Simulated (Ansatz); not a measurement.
Input and output of a self-consistent single point for Ta3W (I4mm, 4 atoms in the cell) (Ansatz, an electronic-structure program).

Level of theory: LDA (PW92), default PAW files made with PBE (plane waves; Ansatz).

```
Ta3W
1.0
    0.00000     3.25084     3.25084
    3.25084     0.00000     3.25084
    3.25084     3.25084     0.00000
Ta W
3 1
Direct
  0.25000   0.25000   0.25000
  0.75000   0.75000   0.75000
  0.50769   0.50769   0.49231
  0.00000   0.00000   0.00000
```

Reference input (self-consistent single point, DFT, LDA (PW92), plane waves, default PAW files made with PBE): basis.ecutwfc = 420 eV; kpoints.mp_grid.grid = 9 9 9; hamiltonian.xc = lda; hamiltonian.pseudopotentials = {kind: paw} (the program's default PAW files); scf.occupations.method = gaussian; scf.occupations.width = 0.1 eV. This run's input differs from it in these lines:

Ansatz 0.2 input:
```diff
@@ -15,3 +15,3 @@
   mp_grid:
-    grid: [9, 9, 9]
+    grid: [5, 5, 5]
 hamiltonian:
```

Output (repeated stretches shortened):

```
SCF iter   1: F=—  HF=-39177.761885 eV  |F-HF|=—  |Δ(HF+E_count)|=         —  Δρ=5.92e-3  dr2=3.37e-2  ethr=1.77e-3  ⟨swp⟩=4.4  Hψ=2273  notcnv=0
all-band conjugate gradients solve this SCF's bands
preconditioner: auto → Kerker (q_TF=auto, 2.613 Å⁻¹)
SCF iter   2: F=—  HF=-39177.756859 eV  |F-HF|=—  |Δ(HF+E_count)|=   5.03e-3  Δρ=3.25e-3  dr2=8.35e-3  ethr=6.36e-5  ⟨swp⟩=1.0  Hψ=720  notcnv=0
SCF iter   3: F=—  HF=-39177.755209 eV  |F-HF|=—  |Δ(HF+E_count)|=   1.65e-3  Δρ=5.26e-4  dr2=1.44e-4  ethr=1.57e-5  ⟨swp⟩=2.0  Hψ=725  notcnv=0
SCF iter   4: F=—  HF=-39177.755173 eV  |F-HF|=—  |Δ(HF+E_count)|=   3.62e-5  Δρ=4.74e-5  dr2=1.93e-6  ethr=2.71e-7  ⟨swp⟩=2.0  Hψ=745  notcnv=0
SCF iter   5: F=—  HF=-39177.755167 eV  |F-HF|=—  |Δ(HF+E_count)|=   5.77e-6  Δρ=6.73e-6  dr2=1.84e-8  ethr=3.65e-9  ⟨swp⟩=2.0  Hψ=731  notcnv=0
SCF iter   6: F=-39177.755167 eV  HF=-39177.755167 eV  |F-HF|=5.24e-10  |Δ(HF+E_count)|=   3.37e-9  Δρ=1.12e-6  dr2=9.34e-10  ethr=3.47e-11  ⟨swp⟩=5.1  Hψ=2287  notcnv=0
SCF 1 converged in 6 iterations: F = -39177.755167 eV  dr2 = 9.34e-10
Free energy (F): -39177.755167 eV
Internal energy: -39177.729006 eV  (E = F + TS)
E sigma→0 (E₀):  -39177.742087 eV
Entropy (-TS):   -0.026161 eV (-6.540 meV/atom)
Fermi energy:    19.362621 eV
--- Forces (eV/Å), atoms counted from 1 ---
  atom   1  Ta    -0.00000000    -0.00000000     0.23447836
  atom   2  Ta     0.00000000     0.00000000     0.23447836
  atom   3  Ta     0.00000000     0.00000000    -0.51869706
  atom   4  W     -0.00000000     0.00000000     0.04974716
--- Stress (GPa, compression-positive) ---
       -5.882378       0.000000      -0.000000
        0.000000      -5.882378       0.000000
       -0.000000       0.000000      -6.111216
  P = ⅓ Tr σ = -5.9587 GPa (-59.587 kbar)
  The stress holds the Pulay correction. Without it, at fixed plane waves, as pw.x and ABINIT print it: P = -6.0000 GPa
```

The run converged in 6 iterations. Against the reference run the free energy goes up by 16.8 meV/atom, the pressure goes from -7.19 to -5.96 GPa and the largest force goes from 0.614 to 0.519 eV/Å.

The starting cell comes from a database of computed structures (which also holds hypothetical and non-ambient phases and stackings), without a prior relaxation at this level. Its lattice was rescaled by up to half a per cent. One atom was moved a little off its site on purpose. Spin polarisation is off. With a pressure of about -6 GPa the cell is away from its equilibrium volume at this level. Ansatz's pressure includes its estimate of the finite-basis (Pulay) stress.
